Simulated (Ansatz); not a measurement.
Rb$_{3}$RhF$_{6}$ (space group Fm-3m, No. 225; a cell from a computed database, its experimental status unchecked)

```cif
data_F24Rb12Rh4
_chemical_formula_sum 'Rb12 Rh4 F24'
_space_group_name_H-M_alt 'Fm-3m'
_space_group_IT_number 225
_space_group_name_Hall '-F 4 2 3'
_cell_length_a 9.12673
_cell_length_b 9.12673
_cell_length_c 9.12673
_cell_angle_alpha 90.000
_cell_angle_beta 90.000
_cell_angle_gamma 90.000
loop_
_atom_site_label
_atom_site_type_symbol
_atom_site_symmetry_multiplicity
_atom_site_Wyckoff_symbol
_atom_site_fract_x
_atom_site_fract_y
_atom_site_fract_z
_atom_site_occupancy
Rb1 Rb 8 c 0.25000 0.25000 0.25000 1
Rb2 Rb 4 b 0.50000 0.50000 0.50000 1
Rh1 Rh 4 a 0.00000 0.00000 0.00000 1
F1 F 24 e 0.00000 0.00000 0.21679 1
```
(The calculation used a cell of 10 atoms; values per cell refer to that cell.)

Method: Ansatz (a quantum-chemistry and plane-wave program) r2SCAN, no spin-orbit coupling. k-mesh 6×6×6 (Γ-centred); smearing 0.05 eV (Fermi–Dirac).

```yaml
volume_per_atom: 19.01 Å³
density: 4.14 g/cm³
band_gap: 2.86 eV, direct at X
Lowest conduction-band minima above the VBM: X along ⟨100⟩ 2.86 eV; Γ 2.93 eV
total_energy: -2111.628 eV/atom (σ→0; compares only within this code and set-up)
```

No phonon test of stability was made.
